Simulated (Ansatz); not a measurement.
## HgS in the zinc blende structure (space group F-43m, No. 216)

```cif
data_Hg4S4
_chemical_formula_sum 'S4 Hg4'
_space_group_name_H-M_alt 'F-43m'
_space_group_IT_number 216
_space_group_name_Hall 'F -4 2 3'
_cell_length_a 5.87585
_cell_length_b 5.87585
_cell_length_c 5.87585
_cell_angle_alpha 90.000
_cell_angle_beta 90.000
_cell_angle_gamma 90.000
loop_
_atom_site_label
_atom_site_type_symbol
_atom_site_symmetry_multiplicity
_atom_site_Wyckoff_symbol
_atom_site_fract_x
_atom_site_fract_y
_atom_site_fract_z
_atom_site_occupancy
S1 S 4 c 0.25000 0.25000 0.25000 1
Hg1 Hg 4 a 0.00000 0.00000 0.00000 1
```
(The calculation used a cell of 2 atoms; values per cell refer to that cell.)

Level of theory: PBEsol in Ansatz (plane waves to 420 eV, PAW, no SOC). Γ-centred 10×10×10 mesh, Fermi–Dirac width 0.05 eV.

- Volume per atom = 25.36 Å³
- Density = 7.62 g/cm³
- Band gap = zero
- Total energy = -7276.639 eV/atom (σ→0; compares only within this code and set-up)

With Hg present, leaving out spin-orbit coupling can change the band edges. Whether these cells are dynamically stable was not tested. All final runs are without spin polarisation. A zero or small gap of HgS can be the functional's error rather than a property of the material.

Ansatz is a program for electronic structure.
